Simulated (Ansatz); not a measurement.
## Effect of uniaxial strain ε_zz = −3.00 % on WC

Take WC (space group P-6m2, No. 187; a = 2.913 Å, c = 2.835 Å; relaxed with 0.1 eV smearing) as the base. Axes: x lies along a and z along c of the hexagonal cell.

One thing is altered: uniaxial strain ε_zz = −3.00 %, all other strain components held at zero; the atoms relax in the strained cell.

The values are results of Ansatz (a first-principles code), r2SCAN, PAW, cutoff 500 eV, no SOC, not measurements. k-mesh 23×23×20 (Γ-centred); smearing 0.1 eV (Fermi–Dirac).

The volume per atom falls by 0.312 Å³ to 10.10 Å³ and the space group remains P-6m2 (No. 187). The shortest interatomic distance shrinks by 0.027 Å (2.199 Å → 2.172 Å) and the energy rises by 31 meV/atom. The band gap stays zero and the stress (xx, yy, zz, yz, xz, xy; compression positive) is (5.9, 5.9, 32.9, 0.0, 0.0, 0.0) GPa.

Final structure:

```yaml
crystal:
  lattice:
    - [2.91268, 0.00000, 0.00000]
    - [-1.45634, 2.52245, 0.00000]
    - [0.00000, 0.00000, 2.75030]
  atoms:
    - { symbol: W, position: [0.00000, 0.00000, 0.00000] }
    - { symbol: C, position: [0.33333, 0.66667, 0.50000] }
```

No phonon test of stability was made. The final runs are not spin-polarised.
